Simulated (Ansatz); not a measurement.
Given:

End structure of a constructed model of the (0001) surface of hcp Zr, a pseudomorphic layer of Re in the host's stacking (bottom of the slab: a bare face, its two planes held):

```yaml
crystal:
  lattice:
    - [3.23249, 0.00000, 0.00000]
    - [-1.61625, 2.79942, 0.00000]
    - [0.00000, 0.00000, 32.00000]
  atoms:
    - { symbol: Zr, position: [0.66667, 0.33333, 0.25401] }
    - { symbol: Zr, position: [0.33333, 0.66667, 0.33480] }
    - { symbol: Zr, position: [0.66667, 0.33333, 0.41654] }
    - { symbol: Zr, position: [0.33333, 0.66667, 0.49806] }
    - { symbol: Zr, position: [0.66667, 0.33333, 0.57670] }
    - { symbol: Zr, position: [0.33333, 0.66667, 0.66597] }
    - { symbol: Re, position: [0.66667, 0.33333, 0.72333] }
```

Model: 7-atom slab, 15.7 Å thick at the start, 13x13x1 mesh, Fermi-Dirac 0.1 eV, dipole correction, 2 atoms held, the rest relaxed; symmetry of the start imposed; no spin, no spin-orbit, no U. It is one candidate, not shown to be the stable structure of the face.

Task: What is the computed work function of the top face (Ansatz (a first-principles code) with PBE)?

Result: 4.38 eV
